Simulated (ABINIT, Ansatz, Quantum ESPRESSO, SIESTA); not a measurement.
**One structure in several programs: SiC (F-43m, 2 atoms in the cell)**

Self-consistent single point.

```
CELL_PARAMETERS angstrom
      0.00000     2.18000     2.18000
      2.18000     0.00000     2.18000
      2.18000     2.18000     0.00000
ATOMIC_POSITIONS crystal
  Si 0.00000 0.00000 0.00000
  C  0.25000 0.25000 0.25000
```

Shared settings, as Ansatz (a quantum-chemistry and plane-wave program) writes them: kpoints.mp_grid.grid = 1 1 1; scf.occupations.method = fermi_dirac; scf.occupations.width = 0.02 eV. Potentials and cutoffs stand in the table.

```json
[
 {"code": "Ansatz", "model": "PBE, default PAW files", "pressure (GPa)": "41.46", "cutoff": "default"},
 {"code": "ABINIT", "model": "PBE, norm-conserving pseudopotentials (PseudoDojo nc-sr-05 PBE standard)", "pressure (GPa)": "41.79", "cutoff": "1116 eV"},
 {"code": "Quantum ESPRESSO", "model": "PBE, PseudoDojo standard norm-conserving (PBE) pseudopotentials", "pressure (GPa)": "41.80", "cutoff": "85 Ry"},
 {"code": "SIESTA", "model": "GGA PBE, numerical atomic orbitals DZP, PseudoDojo PBE standard norm-conserving potentials (rewritten from UPF to PSML)", "pressure (GPa)": "38.29", "cutoff": "grid 300 Ry"}
]
```

The spread over the programs that give each value: pressure within 3.51 GPa.

SIESTA uses small atom-centred bases, whose incompleteness enters pressures, forces and empty levels differently from a plane-wave cutoff. Ansatz's pressure is given at a fixed set of plane waves, as the other plane-wave codes print theirs; with its correction for the finite basis it is 41.69 GPa (the shift of 0.24 GPa shows how far the cutoff is from converged). In the pressure, SIESTA (by 3.50) lies more than 1 GPa from the median of the plane-wave programs.

On the base mesh (10 10 10) the same programs gave: Ansatz pressure 2.67 GPa, gap on the mesh 1.361 eV; Quantum ESPRESSO pressure 2.96 GPa; ABINIT pressure 2.92 GPa; SIESTA pressure 4.52 GPa.

The values differ from the base mesh's, so the mesh still matters here: the table compares the programs at equal settings.

The starting cell has typed, rounded lattice constants, without a prior relaxation at this level.

Left out of this page: GPAW, Elk and FLEUR (not drawn, or without a comparable value); CP2K (on another mesh).

Keys are those of Ansatz 0.2.
